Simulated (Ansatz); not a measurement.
## SnTe under a change: isotropic strain −2.50 %

The reference is SnTe in the rock salt structure (space group Fm-3m, No. 225; a = 6.289 Å).

Modification: an isotropic linear strain of −2.50 %, atoms relaxed at fixed cell.

All numbers come from Ansatz (an electronic-structure program) PBEsol, scalar-relativistic without spin-orbit coupling. Settings: 13×13×13 k-points, 0.05 eV Fermi–Dirac smearing.

```csv
quantity,base,changed,shift
volume per atom,31.09 Å³,28.82 Å³,-2.27 Å³
space group,Fm-3m (No. 225),Fm-3m (No. 225),–
shortest interatomic distance,5.942 bohr,5.794 bohr,-0.1486 bohr
energy relative to the base (free energy F),0 meV/atom,+28 meV/atom,+28 meV/atom
pressure,-0.01 GPa,4.23 GPa,+4.234 GPa
band gap (uncertain: the edges found look like a band crossing or inverted bands; both cells),0.16 eV,0.15 eV,-0.01 eV
```

With Te present, leaving out spin-orbit coupling can change the band edges. Whether these cells are dynamically stable was not tested. The zero or small gap of SnTe can change with the level of theory.
